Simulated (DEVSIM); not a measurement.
System: abrupt CdTe p-n junction, at 350 K.

Layer 1 from the left is CdTe, thickness (μm) 7.50, Na (cm⁻³) 5.6e15, τn (s) 5.1e-8, τp (s) 5.1e-8. Layer 2 from the left is CdTe, thickness (μm) 9.20, Nd (cm⁻³) 1.1e16, τn (s) 5.1e-8, τp (s) 5.1e-8.

Left contact: ohmic. Right contact: ohmic. Voltage is applied to the left contact. Recombination: SRH at mid-gap. Mobility is μmin + (μ − μmin)/(1 + (N/Nref)^α).

This is a model device: material constants are rounded textbook-type values typed into the input, and sizes, dopings and lifetimes were drawn at random. Values at 300 K; Nc and Nv go as T^1.5, mobilities as T to minus their exponent, the gap by Varshni's rule with the affinity fixed.

CdTe: gap (eV) 1.5, affinity (eV) 4.28, permittivity 10.2, Nc (cm⁻³) 8e17, Nv (cm⁻³) 1.8e19, μn (cm²/Vs) 1000, μp (cm²/Vs) 80, μn,min 100, μp,min 10, Nref,n 1e17, Nref,p 1e17, αn 0.6, αp 0.6, T exponent of μn 1.7, T exponent of μp 1.5, Varshni α (eV/K) 0.00031, Varshni β (K) 108.

DEVSIM, 1D drift-diffusion, Boltzmann statistics, complete ionisation; no tunnelling, impact ionisation, image-force lowering or self-heating.

Dark forward current:

| |V| (V) | |J| (A/cm²) |
|---|---|
| 0.05 | 6.835e-10 |
| 0.10 | 2.163e-9 |
| 0.15 | 5.582e-9 |
| 0.20 | 1.364e-8 |
| 0.25 | 3.274e-8 |
| 0.30 | 7.822e-8 |
| 0.35 | 1.871e-7 |
| 0.40 | 4.499e-7 |
| 0.45 | 1.094e-6 |
| 0.50 | 2.715e-6 |
| 0.55 | 7.000e-6 |
| 0.60 | 1.929e-5 |
| 0.65 | 5.896e-5 |
| 0.70 | 0.0002063 |
| 0.75 | 0.0008284 |
| 0.80 | 0.003708 |
| 0.85 | 0.01779 |
| 0.90 | 0.08819 |
| 0.95 | 0.4319 |
| 1.00 | 1.893 |
| 1.05 | 6.398 |
| 1.10 | 16.00 |
| 1.15 | 31.68 |
| 1.20 | 53.55 |
| 1.25 | 81.44 |
| 1.30 | 115.2 |

Q: Work out the local ideality factor n = ΔV / (kT/q · ln(J2/J1)) between the rows 0.15 and 0.20 V, 0.85 and 0.90 V, 1.25 and 1.30 V.

A: kT/q = 30.16 mV. From 0.15 to 0.20 V: ln(1.364e-8/5.582e-9) = 0.893, n = 1.86, near the 2 of recombination in the depletion region. From 0.85 to 0.90 V: ln(0.08819/0.01779) = 1.601, n = 1.04, near the 1 of diffusion or emission over a barrier. From 1.25 to 1.30 V: ln(115.2/81.44) = 0.347, n = 4.78.

Q: Estimate the current at 0.85 V from the Shockley equation with J0 = Σ q ni² D/(N L) coth(W/L), τ joining the SRH, radiative and Auger lifetimes that are on, and W taken as the whole layer.

A: ni² = 9.31e15 cm⁻⁶; electrons in the p layer: μ = 665 cm²/Vs, D = 20.1 cm²/s, τ = 5.10e-8 s, L = 10.1 μm, W/L = 0.74, term 8.38e-15 A/cm²; holes in the n layer: μ = 51.8 cm²/Vs, D = 1.56 cm²/s, τ = 5.10e-8 s, L = 2.82 μm, W/L = 3.3, term 7.53e-16 A/cm². J0 = 9.14e-15 A/cm², and J = J0 exp(qV/kT) = 0.0159 A/cm². The simulation gives 0.0178 A/cm²; the estimate lies 11 % below. The estimate leaves out recombination in the depletion region and that region's share of W.
